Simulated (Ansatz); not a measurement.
Input and output of a zone-centre phonon calculation for CoGa (Pm-3m, 2 atoms in the cell) (Ansatz, a program for electronic structure).

Level of theory: PBE (plane waves, PAW; Ansatz).

```
CELL_PARAMETERS angstrom
      2.88864     0.00000     0.00000
      0.00000     2.88864     0.00000
      0.00000     0.00000     2.88864
ATOMIC_POSITIONS crystal
  Ga 0.50000 0.50000 0.50000
  Co 0.00000 0.00000 0.00000
```

Reference input (self-consistent single point, DFT, PBE, plane waves, default PAW files): basis.ecutwfc = 420 eV; kpoints.mp_grid.grid = 11 11 11; hamiltonian.xc = pbe; hamiltonian.pseudopotentials = {kind: paw} (the program's default PAW files); scf.occupations.method = gaussian; scf.occupations.width = 0.1 eV. This run's input differs from it in these lines:

Ansatz 0.2 input:
```diff
@@ -10,3 +10,3 @@
 basis:
-  ecutwfc: 420.0
+  ecutwfc: 250.0
 kpoints:
@@ -18,6 +18,4 @@
   occupations: { method: gaussian, width: 0.1 }
-output:
-  forces: true
-  eigenvalues: true
-  stress: true
+phonons:
+  method: dfpt
```

Log, with long lists cut:

```
SCF iter   1: F=—  HF=-8904.929003 eV  |F-HF|=—  |Δ(HF+E_count)|=         —  Δρ=7.42e-2  dr2=4.50e-1  ethr=1.77e-3  ⟨swp⟩=3.7  Hψ=8844  notcnv=0
all-band conjugate gradients solve this SCF's bands
preconditioner: auto → none
SCF iter   2: F=—  HF=-8904.506993 eV  |F-HF|=—  |Δ(HF+E_count)|=   4.22e-1  Δρ=4.30e-2  dr2=3.69e-1  ethr=1.50e-3  ⟨swp⟩=2.0  Hψ=5790  notcnv=0  defer=3
   [... lines left out ...]
SCF iter   6: F=—  HF=-8904.454542 eV  |F-HF|=—  |Δ(HF+E_count)|=   1.56e-6  Δρ=7.00e-5  dr2=6.31e-7  ethr=2.77e-8  ⟨swp⟩=2.0  Hψ=3213  notcnv=0  defer=3
SCF iter   7: F=—  HF=-8904.454531 eV  |F-HF|=—  |Δ(HF+E_count)|=   1.10e-5  Δρ=9.94e-6  dr2=1.24e-8  ethr=2.10e-9  ⟨swp⟩=2.0  Hψ=3256  notcnv=0  defer=3
SCF iter   8: F=—  HF=-8904.454531 eV  |F-HF|=—  |Δ(HF+E_count)|=   2.30e-9  Δρ=5.41e-7  dr2=2.47e-11  ethr=4.14e-11  ⟨swp⟩=2.0  Hψ=3416  notcnv=0  defer=3
SCF iter   9: F=-8904.454531 eV  HF=-8904.454531 eV  |F-HF|=1.82e-12  |Δ(HF+E_count)|=  1.46e-11  Δρ=3.61e-8  dr2=1.05e-13  ethr=1.00e-12  ⟨swp⟩=5.1  Hψ=9347  notcnv=0
SCF 1 converged in 9 iterations: F = -8904.454531 eV  dr2 = 1.05e-13
DFPT response loops at Γ: preconditioner auto → Kerker (q_TF=auto, 2.830 Å⁻¹) (partly filled bands, converged f_vac=0.000) …
Free energy (F): -8904.454531 eV
Internal energy: -8904.447768 eV  (E = F + TS)
E sigma→0 (E₀):  -8904.451150 eV
Entropy (-TS):   -0.006763 eV (-3.382 meV/atom)
Fermi energy:    16.364244 eV
--- Phonons (Γ-DFPT): 2 representative perturbations + reference, on 126 of 1331 k-points (Σ response iterations 10) ---
  k mesh reduced under 8 symmetry operations, with k and −k counted as one. Each operation leaves every solved perturbation unchanged …
  ASR residual: 1.357e-4 → 0.000e0 eV/Å²; symmetrization residual: 9.164e-6 eV/Å²
  ASR residual per site (eV/Å²): 2.75e-5 1.36e-4
  Γ frequencies (cm⁻¹): 0.00 0.00 0.00 215.60 215.60 215.60
  non-analytic LO–TO correction: not included (Born effective charges unavailable; polar crystals: no LO–TO splitting at Γ)
```

The run converged in 9 iterations. 

Summary of the result:
```
Property                                                                  Result
--------------------------------------------------------  ----------------------
Free energy E − TS (on the zero of these files)                    -8904.4545 eV
Fermi level (on the code's own zero)                                    16.36 eV
Zone-centre frequencies (cm⁻¹; negative means imaginary)  0, 0, 0, 216, 216, 216
```

The starting cell has typed, rounded lattice constants, without a prior relaxation at this level. Its lattice was rescaled by up to half a per cent. Spin polarisation is off. The cutoff lies below the one recommended for these files.
